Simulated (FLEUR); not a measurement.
FLEUR run on SrAlGe (P-6m2, 3 atoms in the cell): self-consistent single point.

Level of theory: LDA (Perdew-Zunger), all-electron FLAPW (FLEUR), scalar-relativistic valence.

```
CELL_PARAMETERS angstrom
      4.29652     0.00000     0.00000
     -2.14826     3.72090     0.00000
      0.00000     0.00000     4.77902
ATOMIC_POSITIONS crystal
  Sr 0.00000 0.00000 0.00000
  Al 0.66667 0.33333 0.50000
  Ge 0.33333 0.66667 0.50000
```

Reference input (self-consistent single point, DFT, PBEsol, all-electron FLAPW (FLEUR), scalar-relativistic valence): Kmax = 4.6 1/bohr; GmaxXC = 18.4 1/bohr; xcFunctional = PBEs; jspins = 1; l_soc = F; mode = hist; fermiSmearingEnergy = 0.00183747 Htr; mesh (inpgen div1-3) = 6 6 5; inpgen gamma flag = true; Gmax = 18.4 1/bohr; numbands = 0; maxIterBroyd = 15. This run's input differs from it in these lines:

```diff
@@ -15,3 +15,3 @@
 &comp jspins=1 /
-&exco xctyp='PBEs' /
+&exco xctyp='pz' /
 &kpt div1=6 div2=6 div3=5 gamma=t /
@@ -28,3 +28,3 @@
       <coreElectrons ctail="T" frcor="F" kcrel="0" coretail_lmax="0"/>
-      <xcFunctional name="PBEs" relativisticCorrections="F"/>
+      <xcFunctional name="pz" relativisticCorrections="F"/>
       <magnetism jspins="1"/>
```

Output (repeated stretches shortened):

```
 Iteration:     1   Distance:       4.76294595 me/bohr^3
 Iteration:     2   Distance:       4.44568374 me/bohr^3
 Iteration:     3   Distance:       1.63487149 me/bohr^3
 Iteration:     4   Distance:       0.99817015 me/bohr^3
 Iteration:     5   Distance:       0.76227832 me/bohr^3
   [... 9 lines left out ...]
 Iteration:    15   Distance:       0.00003509 me/bohr^3
 Iteration:    16   Distance:       0.00003237 me/bohr^3
 Iteration:    17   Distance:       0.00001685 me/bohr^3
 Iteration:    18   Distance:       0.00000509 me/bohr^3
 Run finished successfully
 Stop message:
   Structural relaxation: Done

[file out, last iteration]
             iter=     19
[...]
          total density-effective poten   -8.8555431540E+03
          total charge density-energy d   -1.9601972176E+02
 Updated energy parameters for spin:           1
[...]
 fermi energy and band-weighting factors:

[...]
FERMIE:
          first approx. to ef    (T=0)  :   0.247094 htr   (energy of the highest occ. eigenvalue)
          number of occ. states  (T=0)  :        285
          first approx. to seigv (T=0)  : -10.002860 htr
          sum of weights of occ. states :  13.600000
          sum of semicore charge        :   0.000000 e
FERHIS:  Fermi-Energy by histogram:
          bandgap                     :   0.004462 htr
   [... lines left out ...]
          charge neutrality (T=0)     :   0.200000    (zero if the highest occ. eigenvalue is "entirely" occupied)
     EF_NEWTON:  Adjust Fermi-Energy by Newton-Method.
 Direct bandgap for spin            1 :    2.6038517515692500E-002  Htr
 ---->    free energy=                     -5514.3398320138 htr
   [... lines left out ...]
 TOTAL FORCE FOR ATOM TYPE=  1  X=  0.000   Y=  0.000   Z=  0.000
                       FX_TOT= 0.000000 FY_TOT= 0.000000 FZ_TOT= 0.000000
 TOTAL FORCE FOR ATOM TYPE=  2  X= -4.060   Y=  2.344   Z=  4.516
                       FX_TOT= 0.000000 FY_TOT= 0.000000 FZ_TOT= 0.000000
 TOTAL FORCE FOR ATOM TYPE=  3  X=  4.060   Y= -2.344   Z=  4.516
                       FX_TOT= 0.000000 FY_TOT= 0.000000 FZ_TOT= 0.000000
 Structural relaxation: Done
```

The run converged in 18 iterations. FLEUR gives forces in its relaxation mode, with a further iteration, so its stop message speaks of a relaxation. 

The starting cell comes from a database of computed structures (which also holds hypothetical and non-ambient phases and stackings), without a prior relaxation at this level. Values depend on the basis (sphere radii, cutoffs, local orbitals), which need not be converged. The log's line on a gap gives a spacing of levels on this mesh, which the program prints for metals too.

Cost on one core of a shared machine: roughly 3 min.
